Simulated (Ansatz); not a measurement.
Take SnS₂ in the CdI2 type structure (space group P-3m1, No. 164; layered, stacked along the Cartesian z axis) as the base.

```
SnS2
1.0
    3.66939     0.00000     0.00000
   -1.83470     3.17779     0.00000
    0.00000     0.00000     5.80621
Sn S
1 2
Direct
  0.00000   0.00000   0.00000
  0.33333   0.66667   0.25460
  0.66667   0.33333   0.74540
```

Cartesian axes are those of the cell as printed.

Method: PBE-D3(BJ), PAW, 420 eV (Ansatz, a program for electronic structure; no spin-orbit coupling).

The change: uniaxial strain ε_zz = +1.34 %, all other strain components held at zero, atoms relaxed at fixed cell.

Problem. Predict the stress tensor and what it implies for the stiffness.

Solution. Stress of the strained cell less that of the base (GPa, compression positive):
```
  -0.16    0.00    0.00
   0.00   -0.16    0.00
   0.00    0.00   -0.36
```

Then −Δσ_ii/ε with ε = 0.0134 gives secant stiffness values (nonlinear terms included at this strain): C33 ≈ 27 GPa.

Whether these cells are dynamically stable was not tested.
